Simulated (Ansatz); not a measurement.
**A computed series for CdS: response to strain**

Base system: CdS in the wurtzite structure (space group P6_3mc, No. 186; a = 4.196 Å, c = 6.830 Å). Axes: x lies along a and z along c of the hexagonal cell.

Strains are applied to the cell and any free atomic positions relax; under biaxial strain the out-of-plane vector relaxes too.

Computed with plane-wave PAW DFT at the PBE level (Ansatz, a first-principles code, 420 eV), no spin-orbit coupling.

Notes on the quantities. in-plane stress: mean in-plane stress (compression positive).

```tsv
variant	out-of-plane strain	width of the top valence band	in-plane stress
base	–	1.55 eV	–
biaxial strain +0.60 %, plane normal [001], relaxed out of plane	-0.53 %	1.52 eV	-0.5 GPa
biaxial strain +1.20 %, plane normal [001], relaxed out of plane	-1.05 %	1.52 eV	-1.0 GPa
biaxial strain +1.80 %, plane normal [001], relaxed out of plane	-1.58 %	1.52 eV	-1.5 GPa
biaxial strain +2.40 %, plane normal [001], relaxed out of plane	-2.07 %	1.51 eV	-2.1 GPa
biaxial strain +3.00 %, plane normal [001], relaxed out of plane	-2.62 %	1.50 eV	-2.5 GPa
```

The levels and masses belong to the bands next to the band gap. Whether these cells are dynamically stable was not tested.
